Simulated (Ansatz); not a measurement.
The starting structures come from a database of crystals and need not be the phases stable at ambient conditions.

 Where the default PAW files enter, the runs use the earlier of Ansatz's two default sets.

# Evanescent states of Sr(AsO3)2 (P-31m, not sure to be the ambient phase, 9 atoms a cell, 12.5 Å³ an atom) along the normal of (001)

Computed with r2SCAN (plane waves, PAW; Ansatz, a first-principles code).

The gap is the functional's own, uncorrected, and κ follows it; spin-orbit coupling is left out. Mid-gap values are interpolated between the computed energies.

Energies count from the valence-band top; κ is the least over a 12×12 mesh across the current.

```
E (eV)  κ (1/Å)  where
------  -------  -----
0.10      0.279  off Γ
0.32      0.320      Γ
0.53      0.341      Γ
0.73      0.357      Γ
0.94      0.369      Γ
1.16        ___      Γ
1.36        ___      Γ
1.57        ___      Γ
1.78        ___      Γ
2.00        ___      Γ
2.21        ___      Γ
2.42        ___      Γ
2.62        ___      Γ
2.83        ___      Γ
3.04        ___      Γ
3.25        ___      Γ
3.46      0.314      Γ
3.67      0.285      Γ
3.88      0.246      Γ
4.09      0.191      Γ
4.30      0.086      Γ
```

**Question.** Some entries are withheld; supply them.

**Answer.** 
- 1.16, κ (1/Å): 0.379
- 1.36, κ (1/Å): 0.386
- 1.57, κ (1/Å): 0.390
- 1.78, κ (1/Å): 0.392
- 2.00, κ (1/Å): 0.392
- 2.21, κ (1/Å): 0.389
- 2.42, κ (1/Å): 0.384
- 2.62, κ (1/Å): 0.377
- 2.83, κ (1/Å): 0.367
- 3.04, κ (1/Å): 0.353
- 3.25, κ (1/Å): 0.336
